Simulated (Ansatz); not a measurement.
An Ansatz (a program for electronic structure) run: LiH with a change (uniaxial strain ε_yy = −0.84 %); r2SCAN, PAW, 500 eV (Ansatz; no spin-orbit coupling).

Input:

Ansatz 0.2 input:
```yaml
crystal:
  lattice:
    - [0, 1.9858920932, 2.0027148983]
    - [2.0027148983, 0, 2.0027148983]
    - [2.0027148983, 1.9858920932, 0]
  atoms:
    - { symbol: H, position: [0, 0, 0] }
    - { symbol: Li, position: [0.5, 0.5, 0.5] }
basis: { ecutwfc: 500, ecutrho_ratio: 4, xc_grid: 4, fft_grid_basis: typed }
kpoints: { mp_grid: { grid: [14, 14, 14] } }
hamiltonian:
  xc: r2scan
  dispersion: none
  pseudopotentials: { kind: paw }
scf: { occupations: { method: fermi_dirac, width: 0.05 }, convergence: { dr2_threshold: 0.0000000002 } }
relax: { f_tol: 0.005, max_steps: 50 }
output: { forces: true, stress: true }
checkpoint: { write: state.ck, write_every: 1000 }
```

Output:

```
Relaxation: its limit of steps is 50 (relax.max_steps)
WARN ansatz: RAYON_NUM_THREADS=2 ignored (pool sized by the plan → 2); use --threads N
Pseudopotentials: kind: paw
Pseudopotential: H, paw, valence charge 1
Pseudopotential: Li, paw, valence charge 3
Functional definition: r2SCAN
Crystal: 2 atoms, lattice volume = 15.930 Å³
Basis set: ecut = 500 eV, 411 PW (Γ), exchange–correlation on 96×96×96 points (64 copies of the dense FFT grid, shifted against one another)
Bands: 6, of which v1, the nominal top of the filled ones, is band 2 counted from 1 (1 counted from 0)
Symmetry: 16 space group operations
Space group: I4/mmm (ITA 139), of the structure as read, at distance tolerance 2.5e-5 Å
k-points: 244 of 2744
Initial density: superposition of atomic densities (neutral atoms: chi_scale 0, normalization atom), corrected by the library's trained network
Initial wavefunctions: pseudopotential atomic-orbital guess
Eigensolver: davidson
Functional: x = r2scan, c = r2scan; τ floored in thin density (d = 2e-4 eV/Å³)
SCF iter   1: F=—  HF=-221.976208 eV  |F-HF|=—  |Δ(HF+E_count)|=         —  Δρ=3.60e-3  dr2=1.49e-3  dr2_τ=2.21e-3  ethr=1.77e-3  ⟨swp⟩=5.4  Hψ=12118  notcnv=0
all-band conjugate gradients solve this SCF's bands
preconditioner: auto → none
SCF iter   2: F=—  HF=-222.015296 eV  |F-HF|=—  |Δ(HF+E_count)|=   3.91e-2  Δρ=2.99e-3  dr2=1.40e-3  dr2_τ=1.01e-5  ethr=3.73e-5  ⟨swp⟩=2.0  Hψ=4880  notcnv=0
SCF iter   3: F=—  HF=-222.015878 eV  |F-HF|=—  |Δ(HF+E_count)|=   5.82e-4  Δρ=9.90e-4  dr2=1.15e-4  dr2_τ=3.73e-6  ethr=3.51e-5  ⟨swp⟩=2.0  Hψ=2685  notcnv=0
SCF iter   4: F=—  HF=-222.015875 eV  |F-HF|=—  |Δ(HF+E_count)|=   3.14e-6  Δρ=3.56e-4  dr2=1.51e-5  dr2_τ=4.15e-7  ethr=2.87e-6  ⟨swp⟩=1.0  Hψ=1467  notcnv=0
SCF iter   5: F=—  HF=-222.015874 eV  |F-HF|=—  |Δ(HF+E_count)|=   7.88e-8  Δρ=1.36e-5  dr2=2.96e-8  dr2_τ=1.87e-10  ethr=3.77e-7  ⟨swp⟩=1.9  Hψ=1689  notcnv=0
SCF iter   6: F=—  HF=-222.015875 eV  |F-HF|=—  |Δ(HF+E_count)|=   3.17e-7  Δρ=3.62e-6  dr2=2.17e-9  dr2_τ=1.61e-11  ethr=7.39e-10  ⟨swp⟩=1.9  Hψ=1691  notcnv=0
SCF iter   7: F=—  HF=-222.015875 eV  |F-HF|=—  |Δ(HF+E_count)|=  6.49e-10  Δρ=1.16e-6  dr2=2.14e-10  dr2_τ=2.02e-12  ethr=5.00e-12  ⟨swp⟩=3.9  Hψ=3393  notcnv=0
SCF iter   8: F=-222.015875 eV  HF=-222.015875 eV  |F-HF|=2.81e-12  |Δ(HF+E_count)|=  8.30e-11  Δρ=2.38e-7  dr2=9.07e-12  dr2_τ=9.15e-14  ethr=5.00e-12  ⟨swp⟩=3.0  Hψ=3127  notcnv=0
SCF 1 converged in 8 iterations: F = -222.015875 eV  dr2 = 9.07e-12
relax step   1: F+E_penalty+E_count = -222.01587475 eV  Δ(F+E_penalty+E_count) = +0.000e0 eV  max|allowed force component| = 1.226e-30 eV/Å  Δτ_max = 0.0000 Å  (8 SCF iters, accepted)
Crystal: 2 atoms, lattice volume = 15.930 Å³
Initial density: handed on by an earlier stage of this run
Initial wavefunctions: those handed on with the density
iter 1 solved again at ethr=1.00e-12 eV; its pass at ethr=3.10e-3 eV (dr2=9.04e-12 eV) is discarded
SCF iter   1: F=—  HF=-222.015875 eV  |F-HF|=—  |Δ(HF+E_count)|=         —  Δρ=2.38e-7  dr2=9.07e-12  dr2_τ=9.15e-14  ethr=1.00e-12  ⟨swp⟩=1.0  Hψ=13376  notcnv=0
preconditioner: auto → none
SCF iter   2: F=-222.015875 eV  HF=-222.015875 eV  |F-HF|=4.26e-13  |Δ(HF+E_count)|=  3.10e-12  Δρ=1.02e-7  dr2=1.72e-12  dr2_τ=1.38e-14  ethr=1.00e-12  ⟨swp⟩=3.0  Hψ=2927  notcnv=0
SCF 2 converged in 2 iterations: F = -222.015875 eV  dr2 = 1.72e-12
the relaxation is at rest under the 16 symmetry operations that the run kept from its start: a minimum is not shown …
SCF converged after 2 iterations
Free energy (F): -222.015875 eV
Harris-Foulkes:  -222.015875 eV  (|F-HF|=4.26e-13)
Internal energy: -222.015875 eV  (E = F + TS)
E sigma→0 (E₀):  -222.015875 eV
Fermi energy:    2.333614 eV
--- Per-component energies (eV) ---
  E_band       = -93.746708
  E_kinetic    = 36.367330
  E_local      = -124.511532  (includes V_loc(G=0)·N_el)
  E_nonlocal   = -31.758087
  E_hartree    = 34.835651
  E_xc         = -20.144961
  E_vxc        = -28.250145  (∫ρ·V_xc dr)
  E_paw        = -22.373656  (= ΣΔE_a)
  E_vpaw       = -16.657687  (= ΣTr[D̂ρ^β])
  E_aug_tail   = -0.000493  (compensation charges beyond the density's cutoff)
  E_vtau       = 1.392604  (kinetic-family band-sum trace: ∫τ·v_τ [+ j·A + Jᵃ·Aᵃ] dr)
  E_ewald      = -94.430126
  E_smearing   = -0.000000  (= −TS)
  E_closure    = -0.000000  (closes the sum)
  Σ components = -222.015875   (vs F -222.015875, Δ=0.00e0)
  [band-id]    e_kinetic+e_local+e_nonlocal+2·e_hartree+e_vxc+e_vpaw+e_augmentation_tail+e_vtau = -93.746708   (vs E_band -93.746708, Δ=-3.08e-7)
--- Forces (eV/Å), atoms counted from 1 ---
  atom   1  H      0.00000000     0.00000000     0.00000000
  atom   2  Li     0.00000000     0.00000000     0.00000000
  max |Σ_I F_I| component: 6.31e-30 eV/Å
--- Stress (GPa, compression-positive) ---
        0.106435       0.000000       0.000000
        0.000000       0.726732       0.000000
        0.000000       0.000000       0.106435
  P = ⅓ Tr σ = 0.3132 GPa (3.132 kbar)
  The stress holds the Pulay correction. Without it, at fixed plane waves, as pw.x and ABINIT print it: P = 0.2735 GPa
  The stress includes an estimate of the error left by incomplete SCF convergence (largest component -0.0000 GPa).
--- Band table ---
  band table: none
--- Relaxed structure (1 steps of the walk, 1 accepted, 0 SCFs on fresh bases) ---
  F+E_penalty+E_count = -222.01587475 eV   max|allowed force component| = 1.226e-30 eV/Å
  atoms:
    - { symbol: H, position: [0.0, 0.0, 0.0] }
    - { symbol: Li, position: [0.5, 0.5, 0.5] }
```

No phonon test of stability was made. The cell was made from LiH in the rock salt structure (space group Fm-3m, No. 225) by this change: uniaxial strain ε_yy = −0.84 %.
